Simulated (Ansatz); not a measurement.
The starting structures come from a database of crystals and need not be the phases stable at ambient conditions.

Inside the gap of an insulator the Bloch states are evanescent, with a wavenumber k + iκ along the transport direction.

```
GeH4
1.0
    4.49211     0.00000     0.00000
    0.00000     8.06641     0.00000
    0.00000     0.00000     7.33815
Ge H
4 16
Direct
  0.84972   0.85764   0.50803
  0.65028   0.35764   0.49197
  0.34972   0.14236   0.99197
  0.15028   0.64236   0.00803
  0.61678   0.82135   0.36068
  0.88322   0.32135   0.63932
  0.11678   0.17865   0.13932
  0.38322   0.67865   0.86068
  0.69273   0.90517   0.68623
  0.80727   0.40517   0.31377
  0.19273   0.09483   0.81377
  0.30727   0.59483   0.18623
  0.04072   0.70235   0.53993
  0.45928   0.20235   0.46007
  0.54072   0.29765   0.96007
  0.95928   0.79765   0.03993
  0.05161   0.00043   0.44609
  0.44839   0.50043   0.55391
  0.55161   0.99957   0.05391
  0.94839   0.49957   0.94609
```

Space group of this cell: P2_12_12_1. The cell was relaxed by PBE-D3(BJ).

Transport runs along the normal of the first two printed cell vectors.

The gap is the functional's own, uncorrected, and κ follows it; spin-orbit coupling is left out. Mid-gap values are interpolated between the computed energies.

### Question
Predict the band gap and the smallest decay constant κ at mid-gap from PBEsol in Ansatz (a program for electronic structure).

### Answer
Gap 5.48 eV on a 8×4×4 mesh; κ = 0.410 1/Å, at the zone centre.
